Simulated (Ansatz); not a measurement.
Carrier properties of BAs (I-4m2)

Here is the system:

```xyz
2
Lattice="0.0000 2.4370 2.3563 2.4370 0.0000 2.3563 2.4370 2.4370 0.0000" Properties=species:S:1:pos:R:3 pbc="T T T"
B      0.0000     0.0000     0.0000
As     1.2185     1.2185     1.1782
```

Computed with r2SCAN with spin-orbit coupling, rigid bands (plane waves, PAW; Ansatz, a program for electronic structure). Condition of this run: biaxial stress in (001) of -6.4 GPa (compression positive) (the target of the relaxation). How the cell was made: cell and atoms relaxed with PBEsol, then loaded as said.

band gap: 0.86 eV
electron conductivity mass (300 K, dilute): 0.22 (x), 0.22 (y), 1.03 (z) mₑ
hole conductivity mass (300 K, dilute): 0.25 (x), 0.25 (y), 0.27 (z) mₑ
effective density of states N_c (300 K): 1.1e19 cm⁻³
effective density of states N_v (300 K): 2.9e18 cm⁻³
density-of-states mass, electrons: 0.59 mₑ
density-of-states mass, holes: 0.24 mₑ
Seebeck coefficient, n-type 1e19 cm⁻³, 300 K: -230 μV/K
Seebeck coefficient, p-type 1e19 cm⁻³, 300 K: 143 μV/K

Rigid bands; masses and Seebeck coefficients take one relaxation time τ for all states and one kind of carrier; polarons and phonon drag are left out. Geometry: cell and atoms relaxed with PBEsol.
